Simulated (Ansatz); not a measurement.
**A computed series for hypothetical CsCl type InP: response to strain**

The parent structure is InP in the CsCl type structure (space group Pm-3m, No. 221; a hypothetical phase, not in the database extracts checked; relaxed with 0.1 eV smearing).

```
CELL_PARAMETERS angstrom
      3.38801     0.00000     0.00000
      0.00000     3.38801     0.00000
      0.00000     0.00000     3.38801
ATOMIC_POSITIONS crystal
  In 0.00000 0.00000 0.00000
  P  0.50000 0.50000 0.50000
```

Cartesian axes are those of the cell as printed.

Strains are applied to the cell and any free atomic positions relax; under biaxial strain the out-of-plane vector relaxes too; under stress the whole cell relaxes.

Levels (all Ansatz, an electronic-structure program, PAW): PBEsol (420 eV, no spin-orbit coupling); r2SCAN (500 eV, no spin-orbit coupling).

Pressures by level, all at the geometries relaxed with PBEsol:

```tsv
case	PBEsol	r2SCAN
base	0.0 GPa	2.5 GPa
biaxial strain +1.61 %, plane normal [001], relaxed out of plane	0.0 GPa	2.4 GPa
biaxial strain +1.64 %, plane normal [111], relaxed out of plane	-0.7 GPa	1.6 GPa
uniaxial strain ε_yy = +2.37 %	-1.6 GPa	0.7 GPa
uniaxial strain ε_zz = −2.58 %	2.1 GPa	4.7 GPa
uniaxial stress, 0.5 GPa tension along z	-0.2 GPa	2.3 GPa
uniaxial stress, 2 GPa compression along z	0.7 GPa	3.0 GPa
```

Single points use the geometry relaxed with PBEsol. Their cutoffs differ, which shifts pressures a little. Stability under load was not tested beyond the relaxation. The final runs are not spin-polarised.
